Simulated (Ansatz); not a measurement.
# Effect of isotropic strain +3.00 % on InAgTe2

Take InAgTe2 in the chalcopyrite structure (space group I-42d, No. 122; a = 6.569 Å, c = 12.999 Å) as the base.

Perturbation: an isotropic linear strain of +3.00 %; the atoms relax in the strained cell.

All numbers come from DFT with PBE, PAW potentials and a 420 eV plane-wave cutoff in Ansatz (a program for electronic structure), no spin-orbit coupling. Γ-centred 7×7×7 mesh, Fermi–Dirac width 0.05 eV.

| quantity | base | changed | shift |
|---|---|---|---|
| space group | I-42d (No. 122) | I-42d (No. 122) | – |
| shortest interatomic distance | 2.813 Å | 2.911 Å | +0.098 Å |
| energy relative to the base (free energy F) | 0 meV/atom | +29 meV/atom | +29 meV/atom |
| band gap (uncertain: the Fermi level lies in a band; both cells) | 0.05 eV | 0.06 eV | +0.01 eV |
| largest internal atomic displacement | – | 0.024 Å | – |

Final structure:

```yaml
crystal:
  lattice:
    - [-3.38286, 3.38286, 6.69470]
    - [3.38286, -3.38286, 6.69470]
    - [3.38286, 3.38286, -6.69470]
  atoms:
    - { symbol: In, position: [0.50000, 0.50000, 0.00000] }
    - { symbol: In, position: [0.25000, 0.75000, 0.50000] }
    - { symbol: Te, position: [0.37500, 0.37293, 0.49793] }
    - { symbol: Te, position: [0.62707, 0.12500, 0.00207] }
    - { symbol: Te, position: [0.87500, 0.87707, 0.50207] }
    - { symbol: Te, position: [0.12293, 0.62500, 0.99793] }
    - { symbol: Ag, position: [0.00000, 0.00000, 0.00000] }
    - { symbol: Ag, position: [0.75000, 0.25000, 0.50000] }
```

With Te present, leaving out spin-orbit coupling can change the band edges. Whether these cells are dynamically stable was not tested. The zero or small gap of InAgTe2 can change with the level of theory.
